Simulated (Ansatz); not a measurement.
Consider W in the bcc (W type) structure (space group Im-3m, No. 229; relaxed with 0.1 eV smearing).

```yaml
crystal:
  lattice:
    - [-1.56765, 1.56765, 1.56765]
    - [1.56765, -1.56765, 1.56765]
    - [1.56765, 1.56765, -1.56765]
  atoms:
    - { symbol: W, position: [0.00000, 0.00000, 0.00000] }
```

Cartesian axes are those of the cell as printed.

Level of theory: LDA (Ansatz, a program for electronic structure; PAW; 420 eV plane waves; spin-orbit coupling left out).

Now apply this change: the cell is scaled by 1.0150 in all directions, atoms relaxed at fixed cell.

Q: Predict the stress tensor and what it implies for the stiffness.

A: Stress of the strained cell less that of the base (GPa, compression positive):
```
  -13.6     0.0     0.0
    0.0   -13.6     0.0
    0.0     0.0   -13.6
```

Then B = −ΔP/(ΔV/V₀) with ΔV/V₀ = 0.0457 gives secant stiffness values (nonlinear terms included at this strain): B ≈ 299 GPa.

As a check, the harmonic strain energy −½ V₀ Δσ:ε is 30 meV/atom; the computed energy rise is 31 meV/atom.

No phonon test of stability was made. The final runs are not spin-polarised.
